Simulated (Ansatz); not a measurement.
Consider GaN in the zinc blende structure (space group F-43m, No. 216; a = 4.4979 Å).

Levels (all Ansatz, a first-principles code, PAW): r2SCAN (500 eV, without spin-orbit coupling); HSE06+SOC (420 eV, spin-orbit coupling included).

The geometry is relaxed with r2SCAN.

| Quantity | Value |
|---|---|
| r2SCAN lowest conduction level above the VBM at special points | Γ 2.17 eV; X 3.77 eV; L 5.22 eV |
| r2SCAN valence-band top at Γ | 0.00, 0.00, 0.00 eV |

### Question
What does HSE06+SOC give at this geometry for the lowest conduction level above the VBM at special points and valence-band top at Γ?

### Answer
The lowest conduction level above the VBM at special points becomes Γ 2.99 eV; X 4.45 eV; L 6.11 eV (r2SCAN: Γ 2.17 eV; X 3.77 eV; L 5.22 eV); the valence-band top at Γ (three highest Kramers pairs, from the VBM) changes from 0.00, 0.00, 0.00 eV to 0.00, 0.00, -0.02 eV. The threefold valence maximum splits by Δso ≈ 21 meV.

Single points use the geometry relaxed with r2SCAN. Differences between runs with and without spin-orbit coupling are approximate. The levels and masses belong to the bands next to the band gap. Stability against distortions was not tested. This is not the structure that GaN has at room temperature and ambient pressure.
